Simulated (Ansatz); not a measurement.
# PtSe2 (model structure, from the 3R-MoS2 type, R3m, No. 160): properties by level of theory

```json
[
 {"level (code)": "PBE (Ansatz)", "equilibrium lattice constant a (Å)": "3.691", "c axis length (Å)": "16.670"},
 {"level (code)": "PBEsol (Ansatz)", "equilibrium lattice constant a (Å)": "3.626", "c axis length (Å)": "15.867"},
 {"level (code)": "PBE-D3(BJ) (Ansatz)", "equilibrium lattice constant a (Å)": "3.628", "c axis length (Å)": "15.772"}
]
```

Ansatz's density-functional and Hartree–Fock values are scalar-relativistic unless marked +SOC, with PAW data made under PBE.

Computed values are for the static lattice.

A model structure was made by putting elements into a prototype or built by hand; it is no filed structure, need not be a known phase, and can be a saddle point held by its symmetry.

Ansatz is a first-principles code.
